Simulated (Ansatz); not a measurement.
Defect: interstitial As in silicon with all lengths changed by -1 %, charge state +1. Level of theory: PBE, PAW (plane waves to 420 eV; Ansatz, an electronic-structure program).

64-site cell at the strained lattice (strain from the relaxed PBE one, atoms relaxed), a 2×2×2 k-point mesh shifted by half a step, smearing 0.01 eV, spin-restricted, no finite-size correction. Static, classical nuclei. The charge state is imposed; whether it is stable for some Fermi level was not computed. Sites that were not tried may lie lower. The start lies 0.12 eV above the lowest site run (PBE).

Barriers: single points on a 3×3×3 k-point mesh shifted by half a step at the bands' geometries.

The step: a concerted move, in which Si travels most. Atoms about the jump, Cartesian Å from the middle of the jump, before and after:

| atom | x0 | y0 | z0 | x1 | y1 | z1 |
|---|---|---|---|---|---|---|
| Si1 | -0.46 | 0.40 | -0.44 | 0.46 | -0.40 | 0.44 |
| Si2 | 0.93 | -0.83 | -1.83 | 0.93 | -0.87 | -1.79 |
| As3 | -1.19 | 2.60 | 0.29 | -1.28 | 1.34 | 0.24 |
| Si4 | -1.86 | -0.82 | 0.96 | -2.03 | -0.87 | 1.09 |
| Si5 | 1.02 | 1.88 | 1.01 | 0.93 | 2.09 | 1.09 |
| Si6 | 2.21 | -2.14 | -0.39 | 2.30 | -2.24 | -0.47 |
| Si7 | 2.24 | 0.48 | 2.41 | 2.21 | 0.51 | 2.30 |
| Si8 | -0.52 | -2.15 | 2.33 | -0.45 | -2.14 | 2.30 |
| Si9 | -1.91 | 1.88 | -1.92 | -1.98 | 2.04 | -1.90 |
| Si10 | 0.85 | -3.47 | 0.96 | 0.89 | -3.50 | 0.93 |
| Si11 | -0.51 | -2.14 | -3.11 | -0.53 | -2.14 | -3.09 |
| Si12 | -3.23 | -2.15 | -0.38 | -3.25 | -2.15 | -0.43 |
| Si13 | 3.56 | -0.80 | 0.97 | 3.57 | -0.82 | 0.93 |
| Si14 | -3.17 | 0.62 | 2.27 | -3.30 | 0.60 | 2.39 |
| Si15 | 0.82 | -0.82 | 3.71 | 0.84 | -0.78 | 3.71 |
| Si16 | 2.24 | 0.60 | -3.14 | 2.20 | 0.59 | -3.09 |

Task: Predict the transition state.

Result: 
| atom | x | y | z |
|---|---|---|---|
| Si1 | -0.13 | -0.08 | -0.03 |
| Si2 | 0.97 | -0.86 | -1.86 |
| As3 | -1.34 | 1.83 | 0.16 |
| Si4 | -1.87 | -1.02 | 1.17 |
| Si5 | 0.94 | 2.05 | 1.03 |
| Si6 | 2.22 | -2.17 | -0.38 |
| Si7 | 2.17 | 0.49 | 2.32 |
| Si8 | -0.50 | -2.30 | 2.48 |
| Si9 | -2.07 | 2.26 | -2.00 |
| Si10 | 0.84 | -3.50 | 0.99 |
| Si11 | -0.54 | -2.15 | -3.09 |
| Si12 | -3.20 | -2.16 | -0.38 |
| Si13 | 3.56 | -0.79 | 0.95 |
| Si14 | -3.19 | 0.59 | 2.29 |
| Si15 | 0.82 | -0.82 | 3.72 |
| Si16 | 2.23 | 0.63 | -3.13 |
It lies 0.16 eV above the start and 0.28 eV above the end. The saddle point's order was not checked.
